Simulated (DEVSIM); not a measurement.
Device: Cr/HfO2/n-Si capacitor, at 400 K.

| layer (left to right) | material | thickness (nm) | Nd (cm⁻³) |
|---|---|---|---|
| 1 | HfO2 | 18.0 | - |
| 2 | Si | 1700 | 1.1e17 |

Metal gate on the left, work function 4.5 eV. Fixed charge at the semiconductor interface 4.6e11 cm⁻² (in units of +e); interface traps 7.9e11 cm⁻² eV⁻¹, uniform in energy, neutral level at 0.5 of the gap above the valence band.

The device is made up for the run: typed textbook-type constants, with dimensions and the other settings drawn at random. Values at 300 K; Nc and Nv go as T^1.5, mobilities as T to minus their exponent, the gap by Varshni's rule with the affinity fixed.

```
parameter         HfO2        Si
----------------  ----  --------
gap (eV)           5.7     1.124
affinity (eV)      2.5      4.05
permittivity        22      11.7
Nc (cm⁻³)            -   2.86e19
Nv (cm⁻³)            -    3.1e19
Varshni α (eV/K)     -  0.000473
Varshni β (K)        -       636
```

DEVSIM, 1D Poisson equation in equilibrium, Boltzmann statistics, complete ionisation; no quantum confinement or tunnelling. Metal contacts follow the ideal Schottky-Mott rule: no Fermi-level pinning, no interface dipoles.

Base results: threshold voltage (band bending 2φF) (V) -0.69; minimum of the low-frequency capacitance (μF/cm²) 0.212; capacitance of the dielectric stack (μF/cm²) 1.08; flat-band voltage (V) 0.22.

What follows from this one change: interface trap density 7.9e+11 → 3e+11 cm^-2 eV^-1?

threshold voltage (band bending 2φF) -0.69 → -0.67 V; minimum of the low-frequency capacitance 0.212 → 0.158 μF/cm²; capacitance of the dielectric stack little changed (1.08 μF/cm²); flat-band voltage 0.22 → 0.19 V.

What follows from this one change: temperature 400 → 500 K?

threshold voltage (band bending 2φF) -0.69 → -0.56 V; minimum of the low-frequency capacitance 0.212 → 0.233 μF/cm²; capacitance of the dielectric stack little changed (1.08 μF/cm²); flat-band voltage 0.22 → 0.14 V.

What follows from this one change: gate work function 4.5 → 4.65 eV?

threshold voltage (band bending 2φF) -0.69 → -0.54 V; minimum of the low-frequency capacitance little changed (0.211 μF/cm²); capacitance of the dielectric stack little changed (1.08 μF/cm²); flat-band voltage 0.22 → 0.37 V.
